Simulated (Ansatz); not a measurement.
**C11b WSi2**

Method: HSE06 (PAW; Ansatz, a program for electronic structure).

Run with plane-wave cutoff 500 eV, 12×12×12 k mesh, Fermi–Dirac smearing 0.05 eV, no spin polarisation, scalar-relativistic PAW data made under PBE.

Cell (relaxed at this level):

Space group I4/mmm (No. 139); a = b = 3.205 Å, c = 7.800 Å, α = β = γ = 90.00°

```tsv
atom	site	symmetry	x	y	z
Si	4e	4mm	0.0000	0.0000	0.3351
W	2a	4/mmm	0.0000	0.0000	0.0000
```
(The calculation used a cell of 3 atoms; values per cell refer to that cell.)

For C11b WSi2, the volume per atom comes out as 13.36 Å³/atom. The equilibrium lattice constant a is 3.205 Å and the c axis length is 7.800 Å.

Measured, for comparison: lattice constant a 3.214 Å, lattice parameter c 7.831 Å (temperature not stated, not corrected to a static lattice; as tabulated in Pavlosiuk et al. (2022), arXiv:2202.05362). Computed (rounded) less measured: lattice constant a -0.3 %, lattice parameter c -0.4 %. A static lattice is as a rule a little smaller and stiffer than an uncorrected measurement, which narrows the difference in the lattice parameter c and would widen misses of the other sign.

Note: exact exchange on metals is sensitive to the k mesh and can open a false gap; the run warned that the count of filled bands differs between k points.

Spin–orbit coupling is not included.

The computed numbers hold no vibrational or temperature effects.

It cost very roughly 30 core-minutes of CPU time.
